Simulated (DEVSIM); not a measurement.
System: abrupt GaAs p-n junction, at 250 K.

Layer 1 from the left is GaAs, thickness (μm) 0.190, Na (cm⁻³) 1.8e17, τn (s) 2.5e-8, τp (s) 2.5e-8. Layer 2 from the left is GaAs, thickness (μm) 200, Nd (cm⁻³) 2e16, τn (s) 2.5e-8, τp (s) 2.5e-8.

Left contact: ohmic. Right contact: ohmic. Voltage is applied to the left contact. Recombination: SRH at mid-gap. Mobility is μmin + (μ − μmin)/(1 + (N/Nref)^α).

Constants are typed, rounded textbook-type inputs, not results; the design itself was drawn at random and stands for no fabricated device. Values at 300 K; Nc and Nv go as T^1.5, mobilities as T to minus their exponent, the gap by Varshni's rule with the affinity fixed.

GaAs: gap (eV) 1.424, affinity (eV) 4.07, permittivity 12.9, Nc (cm⁻³) 4.7e17, Nv (cm⁻³) 9e18, μn (cm²/Vs) 8500, μp (cm²/Vs) 400, μn,min 500, μp,min 20, Nref,n 6e16, Nref,p 1.5e17, αn 0.39, αp 0.38, T exponent of μn 2.1, T exponent of μp 2.2, Varshni α (eV/K) 0.000541, Varshni β (K) 204.

Task: Estimate by hand the built-in potential, the peak field at zero bias, the capacitance at -6 V, and compare with a numerical solution.

Result: 
- Built-in potential: ni = √(Nc Nv) exp(−Eg/2kT) = 4150 cm⁻³ with Eg = 1.446 eV; Vbi = kT/q ln(Na Nd/ni²) = 1.306 V; numerical 1.306 V.
- Peak field at zero bias: depletion approximation: W = √(2εVbi/(qN)) = 0.322 μm with N = 1.80e16 cm⁻³; field = 2Vbi/W = 81200 V/cm; numerical 79900 V/cm (estimate above by 1.7 %).
- Capacitance at -6 V: C = √(qεN / 2(Vbi + |V|)) = 15.0 nF/cm²; numerical 15.1 nF/cm².

Model (solved in DEVSIM): 1D drift-diffusion, Boltzmann statistics, complete ionisation; no tunnelling, impact ionisation, image-force lowering or self-heating.
